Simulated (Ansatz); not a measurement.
```yaml
crystal:
  lattice:
    - [2.56368, 1.42892, 4.48475]
    - [-2.38627, 1.42892, 4.38575]
    - [0.08871, -2.85785, 4.43525]
  atoms:
    - { symbol: Ga, position: [0.64152, 0.64602, 0.64478] }
    - { symbol: Ga, position: [0.14187, 0.14684, 0.14365] }
    - { symbol: Ga, position: [0.35848, 0.35398, 0.35522] }
    - { symbol: Ga, position: [0.85813, 0.85316, 0.85635] }
    - { symbol: O, position: [0.75087, 0.44638, 0.05280] }
    - { symbol: O, position: [0.05234, 0.75067, 0.44719] }
    - { symbol: O, position: [0.24913, 0.55362, 0.94720] }
    - { symbol: O, position: [0.55247, 0.94626, 0.25152] }
    - { symbol: O, position: [0.94766, 0.24933, 0.55281] }
    - { symbol: O, position: [0.44753, 0.05374, 0.74848] }
```

No spin polarisation.

All numbers come from LDA in Ansatz (plane waves to 420 eV, PAW, without spin-orbit coupling). Settings: 8×8×8 k-points, 0.05 eV Fermi–Dirac smearing.

Task: What gap character does the calculation give?

Result: Indirect, k = (0.125, 0, -1/4) in the run's primitive reciprocal basis → Γ.

Task: Estimate the stress (xx, yy, zz, yz, xz, xy; compression positive).

Result: (0.38, 0.24, 0.38, -0.04, -3.56, -0.72) GPa.

The cells carry an imposed strain or load. Stability against distortions was not tested. The cell was made from Ga₂O₃ in the corundum structure (space group R-3c, No. 167) by this change: tensor shear ε_xz = +2.00 %.

Ansatz is a first-principles code.
